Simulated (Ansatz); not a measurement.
**A computed series for SiC: pressure series**

Consider SiC in the wurtzite structure (space group P6_3mc, No. 186; a = 3.075 Å, c = 5.049 Å).

Cell and atoms are relaxed at each pressure.

The values are results of Ansatz (an electronic-structure program) r2SCAN, no spin-orbit coupling, earlier PAW set, not measurements.

```json
[
 {"pressure (GPa)": "-2", "volume per atom (Å³/atom)": "10.432"},
 {"pressure (GPa)": "-1", "volume per atom (Å³/atom)": "10.385"},
 {"pressure (GPa)": "0", "volume per atom (Å³/atom)": "10.339"},
 {"pressure (GPa)": "3", "volume per atom (Å³/atom)": "?"},
 {"pressure (GPa)": "7", "volume per atom (Å³/atom)": "10.043"},
 {"pressure (GPa)": "15", "volume per atom (Å³/atom)": "9.749"},
 {"pressure (GPa)": "50", "volume per atom (Å³/atom)": "8.800"},
 {"pressure (GPa)": "75", "volume per atom (Å³/atom)": "8.316"},
 {"pressure (GPa)": "100", "volume per atom (Å³/atom)": "7.927"}
]
```

Problem. Fit the third-order Birch–Murnaghan form P(V) = (3B₀/2)[(V₀/V)^(7/3) − (V₀/V)^(5/3)]·[1 + (3/4)(B₀′ − 4)((V₀/V)^(2/3) − 1)] (squares taken in P) to the rows shown and predict the withheld row.

Solution. Least squares on the printed values gives V₀ = 10.339 Å³/atom, B₀ = 229 GPa, B₀′ = 3.7; this predicts 10.208 Å³/atom, and the run gives 10.207 Å³/atom, in agreement.

Load acts through the strain it causes; cell and atoms are relaxed under it. Whether these cells are dynamically stable was not tested. Competing high-pressure phases were not computed.
